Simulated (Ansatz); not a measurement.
Given:

```
CELL_PARAMETERS angstrom
      5.27278     0.00000     0.00000
      0.00000     5.27278     0.00000
      2.63639    -2.63639     5.29728
ATOMIC_POSITIONS crystal
  Zn 0.00000 0.00000 0.00000
  Zn 0.25000 0.25000 0.50000
  Si 0.50000 0.50000 0.00000
  Si 0.75000 0.75000 0.50000
  P  0.62500 0.38849 0.25000
  P  0.38849 0.12500 0.75000
  P  0.12500 0.86151 0.25000
  P  0.86151 0.62500 0.75000
```

No spin polarisation.

Calculations: PBEsol (Ansatz, an electronic-structure program), no spin-orbit coupling. Γ-centred 9×9×9 mesh, Fermi–Dirac width 0.05 eV.

Problem. Predict the band gap, valence-band top at Γ, space group and in-plane stress.

Solution. The band gap comes out as 1.22 eV, the valence-band top at Γ (three highest levels, from the VBM) is 0.00, 0.00, -0.02 eV and the space group comes out as I-42d (No. 122). The mean in-plane stress (compression positive) is +2.3 GPa.

The cells carry an imposed strain or load. No phonon test of stability was made. The cell was made from ZnSiP₂ in the chalcopyrite structure (space group I-42d, No. 122) by this change: biaxial strain −1.50 %, plane normal [001], relaxed out of plane.
